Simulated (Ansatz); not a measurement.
# InSbO₄ (P2₁/c, No. 14, 24 atoms in the cell; start mp-1212067)

The numbers are results of r²SCAN+SOC (plane waves, PAW; Ansatz, a program for electronic structure), not measurements.

Numerical settings: plane-wave cutoff 560 eV, 6×6×6 k mesh, Fermi–Dirac smearing 0.01 eV, PAW data made under PBE.

Cell (relaxed with PBEsol):

```xyz
24
Lattice="7.5234 0.0000 -0.0050 0.0000 5.2535 0.0000 -1.4034 0.0000 7.3174" Properties=species:S:1:pos:R:3 pbc="T T T"
In     5.4310     3.9036     4.6968
In     0.6890     1.3499     2.6157
In    -0.0127     1.2769     6.2744
In     6.1327     3.9766     1.0381
Sb     3.8881     1.3019     5.9639
Sb     2.2319     3.9516     1.3485
Sb     1.5302     3.9286     5.0073
Sb     4.5898     1.3249     2.3052
O      4.8288     2.9146     6.5591
O      1.2912     2.3389     0.7533
O      0.5894     0.2879     4.4120
O      5.5306     4.9656     2.9004
O      5.6307     0.3564     5.9611
O      0.4893     4.8971     1.3514
O     -0.2124     2.9831     5.0101
O      6.3324     2.2704     2.3024
O      4.3037     2.0958     4.1265
O      1.8162     3.1577     3.1859
O      1.1145     4.7225     6.8446
O      5.0055     0.5310     0.4678
O      2.1178     2.2162     5.9102
O      4.0022     3.0373     1.4022
O      3.3005     4.8429     5.0609
O      2.8195     0.4106     2.2515
```

band gap: 1.81 eV (direct)

Note: cell and atoms aren't relaxed at this level (largest force component 0.19 eV/Å, pressure -1.6 GPa).

Computed values are for the static lattice.

A start named mp-… is a Materials Project structure, which need not be a measured phase.
